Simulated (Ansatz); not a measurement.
The reference is SiO₂ (space group P3_221, No. 154; a = 4.866 Å, c = 5.365 Å). Axes: x lies along a and z along c of the hexagonal cell.

The change: the cell is compressed by 2.25 % along z with no lateral relaxation, atoms relaxed at fixed cell.

The values are results of LDA in Ansatz (plane waves to 420 eV, PAW, no spin-orbit coupling), not measurements.

Base, band edges from the VBM (valence, conduction): K 0.00, 8.76; H -0.58, 8.97; M -0.05, 8.16; L -0.17, 8.83; A -0.07, 7.81; Γ -0.29, 5.83 eV.

Problem. Give the band edges at the high-symmetry points of the new zone, measured from its valence-band maximum.

Solution. 
```json
[
 {"point": "Γ", "valence edge (eV)": "-0.29", "conduction edge (eV)": "5.88"},
 {"point": "M", "valence edge (eV)": "-0.06", "conduction edge (eV)": "8.25"},
 {"point": "K", "valence edge (eV)": "0.00", "conduction edge (eV)": "8.82"},
 {"point": "A", "valence edge (eV)": "-0.07", "conduction edge (eV)": "7.90"},
 {"point": "L", "valence edge (eV)": "-0.18", "conduction edge (eV)": "8.85"},
 {"point": "H", "valence edge (eV)": "-0.59", "conduction edge (eV)": "9.04"}
]
```

The gap is 5.88 eV, indirect, K → Γ.

The cells carry an imposed strain or load. Stability against distortions was not tested.

Ansatz is a quantum-chemistry and plane-wave program.
